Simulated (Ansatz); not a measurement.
Functionals compared on SiH2 on the (100) surface of germanium (p(2x2) alternately buckled dimers; a constructed slab, bottom: dihydride, held), one in a cell of 66 Å², started at the site 'hollow Ge-Ge-Ge-Ge over Ge at depth 3.2 Å', in Ansatz (plane waves, PAW). The structure was relaxed with PBE; the other rows are single points on it, each with its references at the same level. Cutoff 420 eV (500 eV for r2SCAN).

Set-up: 43 atoms, 11.3 Å thick at the start with caps and adatoms under the adsorbate (thin: gaps and levels are the slab's own); mesh 3x3x1; 0.01 eV smearing; dipole correction on; 24 atoms held, the rest relaxed; no symmetry held; no spin, no spin-orbit, no U, no dispersion correction. At the end it is bonded to 2 Ge. In PBE it is, or lies within 0.03 eV of, the lowest of the starts that converged. These notes are the PBE run's. Adsorption energies are against SiH4(g) − H2(g). A negative adsorption energy means that the adsorbate is more stable on the surface than in its reference.

| functional | adsorption energy (eV) | rough cost of the single point |
|---|---|---|
| PBE | -0.09 | – |
| RPBE | 0.06 | very roughly 7 core-minutes |
| r2SCAN | -0.19 | roughly 13 core-minutes |

Ansatz is a quantum-chemistry and plane-wave program.
